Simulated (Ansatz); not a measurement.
Consider C in the diamond structure (space group Fd-3m, No. 227; a = 3.560 Å).

Method: r2SCAN in Ansatz (plane waves to 500 eV, PAW, without spin-orbit coupling), earlier PAW set.

One change was made to it. Results:

```json
[
 {"quantity": "band gap", "base": "4.36 eV", "after": "zero"},
 {"quantity": "volume per atom", "base": "5.64 Å³", "after": "19.86 Å³"}
]
```

Name the change that was made.
A) C → Mo
B) C → Ru
C) C → B

B, C → Ru. For comparison, the volume per atom in the other runs: C → Mo gives 22.54 Å³; C → B gives 8.32 Å³.

No phonon test of stability was made. As relaxed here, Ru, Mo and B are hypothetical phases, not in the database extracts checked. The final runs are not spin-polarised.

Ansatz is a first-principles code.
